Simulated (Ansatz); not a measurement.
Results of PBE-D3(BJ) (Ansatz, an electronic-structure program, PAW) for L1₂ (Cu3Au-type) Ni3Fe.

Numerical settings: plane-wave cutoff 520 eV, 16×16×16 k mesh, Fermi–Dirac smearing 0.05 eV, spin-polarised with parallel moments, scalar-relativistic PAW data made under PBE.

Cell (relaxed at this level):

```xyz
4
Lattice="3.5065 0.0000 0.0000 0.0000 3.5065 0.0000 0.0000 0.0000 3.5065" Properties=species:S:1:pos:R:3 pbc="T T T"
Fe     0.0000     0.0000     0.0000
Ni     0.0000     1.7532     1.7532
Ni     1.7532     0.0000     1.7532
Ni     1.7532     1.7532     0.0000
```
Starting moments (μB, in the order of the record's atoms Fe Ni Ni Ni): 3.0 0.7 0.7 0.7.

Task: What does this level give for the bulk modulus, magnetic moment (largest site, within a sphere) and pressure derivative B′ of the bulk modulus?

Result: 
* **bulk modulus**: 212 GPa
* **magnetic moment (largest site, within a sphere)**: 2.87 μB
* **pressure derivative B′ of the bulk modulus**: 4.9

The run finds no gap.

Moments are spin moments.

Computed values are for the static lattice.

It cost roughly 14 core-minutes of CPU time.
